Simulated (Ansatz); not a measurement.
Consider MgO in the rock salt structure (space group Fm-3m, No. 225; a = 4.2149 Å).

Structures relaxed with PBEsol in Ansatz (plane waves to 420 eV, PAW, without spin-orbit coupling), earlier PAW set.

Base:

Simulated powder pattern, Cu Kα1, λ = 1.54056 Å (kinematic, ideal powder, no thermal factors, no anomalous dispersion; the 8 strongest lines at most, above 2 %, up to 2θ = 90°):

```json
[
 {"2θ (°)": "36.91", "I/Imax (%)": "10", "hkl": "(111)"},
 {"2θ (°)": "42.88", "I/Imax (%)": "100", "hkl": "(200)"},
 {"2θ (°)": "62.25", "I/Imax (%)": "56", "hkl": "(220)"},
 {"2θ (°)": "74.62", "I/Imax (%)": "6.9", "hkl": "(311)"},
 {"2θ (°)": "78.55", "I/Imax (%)": "17", "hkl": "(222)"}
]
```

Modification: every Mg is replaced by Sr, then cell and atoms are relaxed.

After the change:

Simulated powder pattern, Cu Kα1, λ = 1.54056 Å (kinematic, ideal powder, no thermal factors, no anomalous dispersion; the 8 strongest lines at most, above 2 %, up to 2θ = 90°):

| 2θ (°) | I/Imax (%) | hkl |
|---|---|---|
| 30.19 | 90 | (111) |
| 35.00 | 100 | (200) |
| 50.34 | 67 | (220) |
| 59.83 | 42 | (311) |
| 62.78 | 22 | (222) |
| 73.95 | 10.0 | (400) |
| 81.90 | 18 | (331) |
| 84.51 | 28 | (420) |

The indices refer to each structure's own conventional cell; one index is shown for lines that coincide.

No phonon test of stability was made.

Ansatz is a first-principles code.
